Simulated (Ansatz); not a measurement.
Rock-salt NaH was calculated with HSE06 in Ansatz (plane waves, PAW).

Settings: plane-wave cutoff 460 eV, 10×10×10 k mesh, Fermi–Dirac smearing 0.01 eV, scalar-relativistic PAW data made under PBE.

Computed points:

```csv
V (Å³/atom),E − E_lowest (meV/atom),P (GPa)
13.175,2.82,1.364
13.521,0.67,0.642
13.823,0.00,0.080
14.215,0.62,-0.568
14.561,2.40,-1.073
```

Task: Estimate the bulk modulus from the pressures at 13.521 and 14.215 Å³/atom, and compare it with a fit to all energies.

Result: B = −V dP/dV. Between V = 13.521 and 14.215 Å³/atom, dP/dV = (-0.568 − (0.642))/(14.215 − 13.521) = -1.74 GPa per Å³/atom; at the midpoint 13.868 Å³/atom this gives B ≈ 24.2 GPa. The third-order Birch–Murnaghan fit gives V0 = 13.868 Å³/atom, B0 = 24.1 GPa, B′ = 3.7, which lies within 1 % of that estimate.

Measured, for comparison: bulk modulus 19.4 ± 2 GPa (room temperature, no zero-point or thermal correction; as tabulated in High-pressure studies of NaH to 54 GPa); equilibrium volume per atom 14.46 Å³/atom (room temperature, no zero-point or thermal correction; as tabulated in Thermodynamic Modeling of Hydrogen Storage Capacity in Mg-Na Alloys). Computed (rounded) less measured: bulk modulus +24 % (against room or unstated temperature, where such soft solids are markedly softer), equilibrium volume per atom -4.1 %.

Computed values are for the static lattice.

Ansatz is an electronic-structure program.
